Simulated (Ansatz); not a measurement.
The starting structures come from a database of crystals and need not be the phases stable at ambient conditions.

By PBEsol, the system below comes out a metal.

A figure of merit of an interconnect metal is its ballistic conductance per area.

Data:

```yaml
crystal:
  lattice:
    - [3.17605, 0.00000, 0.00000]
    - [0.00000, 3.17605, 0.00000]
    - [0.00000, 0.00000, 3.17605]
  atoms:
    - { symbol: Sc, position: [0.50000, 0.50000, 0.50000] }
    - { symbol: Cu, position: [0.00000, 0.00000, 0.00000] }
```

Space group of this cell: Pm-3m, CsCl type. The cell is strained (all lengths scaled by 0.98); by PBEsol its mean pressure is 3.3 GPa.

The current flows along the normal of the first two printed cell vectors, the (001) plane of the conventional cell. No spin-orbit coupling; the value is a mean over 0.1 eV about the Fermi level.

Question: Give the ballistic conductance per area that Ansatz (a quantum-chemistry and plane-wave program) with PBEsol yields.

Answer: 0.72 × 10¹⁵ S/m² for both spins.
